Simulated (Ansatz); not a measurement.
Consider Ir in the fcc (Cu type) structure (space group Fm-3m, No. 225; a = 3.871 Å).

Method: plane-wave PAW DFT at the PBE level (Ansatz, an electronic-structure program, 420 eV), no spin-orbit coupling.

Before the change:

```
Property               Value
-------------------  -------
Lattice parameter a  3.871 Å
```

It is then changed as follows: a hydrostatic pressure of 2.1 GPa.

Problem. What does the calculation give for the lattice parameter a after the change?

Solution. The lattice parameter a decreases by 0.008 Å to 3.863 Å.

Load acts through the strain it causes; cell and atoms are relaxed under it. Stability against distortions was not tested. All final runs are without spin polarisation.
